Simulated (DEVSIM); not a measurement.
System: abrupt Ge n-p junction, at 300 K.

Layer 1 from the left is Ge, thickness (μm) 0.0450, Nd (cm⁻³) 2.9e16, τn (s) 2.9e-5, τp (s) 2.9e-5. Layer 2 from the left is Ge, thickness (μm) 12.0, Na (cm⁻³) 8.4e16, τn (s) 2.9e-5, τp (s) 2.9e-5.

Left contact: ohmic. Right contact: ohmic. Voltage is applied to the left contact. Recombination: SRH at mid-gap, Auger. Mobility is μmin + (μ − μmin)/(1 + (N/Nref)^α).

Constants are typed, rounded textbook-type inputs, not results; the design itself was drawn at random and stands for no fabricated device. Values at 300 K.

Ge: gap (eV) 0.664, affinity (eV) 4, permittivity 16, Nc (cm⁻³) 1.04e19, Nv (cm⁻³) 6e18, μn (cm²/Vs) 3900, μp (cm²/Vs) 1900, μn,min 150, μp,min 100, Nref,n 2.6e17, Nref,p 4e17, αn 0.56, αp 0.6, Cn (cm⁶/s) 1e-31, Cp (cm⁶/s) 1e-31.

Simulated with DEVSIM: 1D drift-diffusion, Boltzmann statistics, complete ionisation; no tunnelling, impact ionisation, image-force lowering or self-heating.

**Question.** What does the simulation give for the potential step across the device at zero bias, the largest field in the device at zero bias?

**Answer.** potential step across the device at zero bias 0.402 V; largest field in the device at zero bias 55000 V/cm.
